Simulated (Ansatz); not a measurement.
The parent structure is LiNbO$_{3}$ (space group R3c, No. 161; a = 5.1899 Å, c = 14.0164 Å (hexagonal axes)).

(Cell as relaxed with PBE.)

Levels (all Ansatz, a first-principles code, PAW, earlier PAW set): PBE (420 eV, no spin-orbit coupling); r2SCAN (500 eV, no spin-orbit coupling).

Each level relaxes its own structure.

| base | PBE | r2SCAN |
|---|---|---|
| volume per atom | 10.90 Å³ | 10.58 Å³ |
| lattice parameter a | 5.190 Å | 5.137 Å |

Modification: a hydrostatic pressure of 30 GPa.

| quantity | PBE | r2SCAN |
|---|---|---|
| shortest interatomic distance | 1.859 Å | ? |
| c/a ratio | 2.717 | ? |

### Question
Given the PBE results, estimate those of r2SCAN.

### Answer

- shortest interatomic distance, r2SCAN: 1.850 Å
- c/a ratio, r2SCAN: 2.716

PBE's shortest interatomic distance lies 0.009 Å above r2SCAN's (0.5 %). Neither level is exact; r2SCAN is the comparison here, not a measurement.

Load acts through the strain it causes; cell and atoms are relaxed under it. Stability against distortions was not tested. Competing high-pressure phases were not computed.
